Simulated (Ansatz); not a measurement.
Fluorite PbF2 (high-temperature phase), treated with B3LYP (VWN-RPA form) (Ansatz, a first-principles code, plane waves, PAW).

Numerical settings: plane-wave cutoff 520 eV, 6×6×6 k mesh, finite displacements, scalar-relativistic PAW data made under PBE.

Computed at the level's own relaxed cell.

Harmonic phonon frequencies (cm⁻¹; i marks an imaginary mode; at Γ without the LO shift):

```
q point                       frequencies
-------  --------------------------------
Γ              0 0 0 88 88 88 239 239 239
X        46 46 97 127 142 142 155 155 324
L        41 41 92 114 114 171 208 208 288
```

No imaginary mode appears at these points.
